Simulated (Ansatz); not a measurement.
Take ZrO2 (space group P4_2/nmc, No. 137; a = 3.621 Å, c = 5.284 Å) as the base. Axes: x, y, z lie along a, b, c of the conventional cell.

Method: Kohn–Sham DFT with the PBE functional, run in Ansatz (a program for electronic structure) with PAW and 420 eV plane waves, spin-orbit coupling left out, earlier PAW set.

Strains are applied to the cell and any free atomic positions relax; under biaxial strain the out-of-plane vector relaxes too.

One change was made to it. Results:

```json
[
 {"quantity": "pressure (mean of the normal stresses, compression positive)", "base": "0.00 GPa", "after": "17.59 GPa"},
 {"quantity": "gap character", "base": "indirect, k = (0.222, 0.222, 0) in the run's primitive reciprocal basis → Γ", "after": "indirect, A → Γ"},
 {"quantity": "band gap", "base": "4.04 eV", "after": "4.11 eV"}
]
```

Name the change that was made.
(A) biaxial strain −4.02 %, plane normal [001], relaxed out of plane
(B) biaxial strain +3.48 %, plane normal [001], relaxed out of plane
(C) isotropic strain −2.74 %
(D) biaxial strain +1.95 %, plane normal [001], relaxed out of plane

C, isotropic strain −2.74 %. For comparison, the band gap in the other runs: biaxial strain +3.48 %, plane normal [001], relaxed out of plane gives 3.38 eV; biaxial strain −4.02 %, plane normal [001], relaxed out of plane gives 4.37 eV; biaxial strain +1.95 %, plane normal [001], relaxed out of plane gives 3.67 eV.

Whether these cells are dynamically stable was not tested. This is not the structure that ZrO2 has at room temperature and ambient pressure.
